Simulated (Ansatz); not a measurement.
Cu (model structure, Im-3m, No. 229, 1 atom in the cell) was calculated with r²SCAN in Ansatz (plane waves, PAW).

Settings: plane-wave cutoff 560 eV, 26×26×26 k mesh, Fermi–Dirac smearing 0.05 eV, no spin polarisation, scalar-relativistic PAW data made under PBE.

Cell (relaxed at this level):

```xyz
1
Lattice="-1.4209 1.4209 1.4209 1.4209 -1.4209 1.4209 1.4209 1.4209 -1.4209" Properties=species:S:1:pos:R:3 pbc="T T T"
Cu     0.0000     0.0000     0.0000
```

Problem. Give the computed bulk modulus.

Solution. 
* **bulk modulus**: 161 GPa

Note: the run has no spin polarisation, so it can have missed a magnetic state; the bulk modulus is −V dP/dV from two relaxed cells at ±2 % in volume; the relaxation could raise the start's symmetry but not lower it, so the cell can be a saddle point.

Static lattice: no zero-point or thermal effects.

Computing time: very roughly 60 core-seconds.

A model structure was made by putting elements into a prototype or built by hand; it is no filed structure, need not be a known phase, and can be a saddle point held by its symmetry.

Ansatz is an electronic-structure program.
